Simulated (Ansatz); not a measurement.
Ti(N,C): Ti8C7N

A 16-atom cell of Ti(N,C) started in the rock salt structure, site fractions N 0.125, C 0.875, short-range order -0.14 among the nearest mixed sites of the first mixed sublattice (0 is random, a negative value favours unlike neighbours), space group Fm-3m at the end, an ordered arrangement that its symmetry holds.

Level of theory: PBE (plane waves to 420 eV, PAW; Ansatz, an electronic-structure program). Spin–orbit coupling is left out; the runs are not spin-polarised. Its k-point mesh 5×5×5, Fermi–Dirac width 0.05 eV.

The volume per atom is 10.09 Å³ and the C–Ti bonds (within 1.22 times the sum of covalent radii) comes out as 2.161 Å on average, from 2.160 to 2.161 (42). The N–Ti bonds (within 1.22 times the sum of covalent radii) comes out as 2.162 Å on average, from 2.162 to 2.162 (6).

```yaml
crystal:
  lattice:
    - [0.00000, 4.32186, 4.32186]
    - [4.32186, 0.00000, 4.32186]
    - [4.32186, 4.32186, 0.00000]
  atoms:
    - { symbol: Ti, position: [0.99990, 0.99990, 0.00010] }
    - { symbol: Ti, position: [0.00000, 0.00000, 0.50000] }
    - { symbol: Ti, position: [0.99990, 0.50010, 0.00010] }
    - { symbol: Ti, position: [0.99990, 0.50010, 0.49990] }
    - { symbol: Ti, position: [0.50010, 0.99990, 0.00010] }
    - { symbol: Ti, position: [0.50010, 0.99990, 0.49990] }
    - { symbol: Ti, position: [0.50000, 0.50000, 0.00000] }
    - { symbol: Ti, position: [0.50010, 0.50010, 0.49990] }
    - { symbol: C, position: [0.25000, 0.25000, 0.25000] }
    - { symbol: N, position: [0.25000, 0.25000, 0.75000] }
    - { symbol: C, position: [0.25000, 0.75000, 0.25000] }
    - { symbol: C, position: [0.25000, 0.75000, 0.75000] }
    - { symbol: C, position: [0.75000, 0.25000, 0.25000] }
    - { symbol: C, position: [0.75000, 0.25000, 0.75000] }
    - { symbol: C, position: [0.75000, 0.75000, 0.25000] }
    - { symbol: C, position: [0.75000, 0.75000, 0.75000] }
```
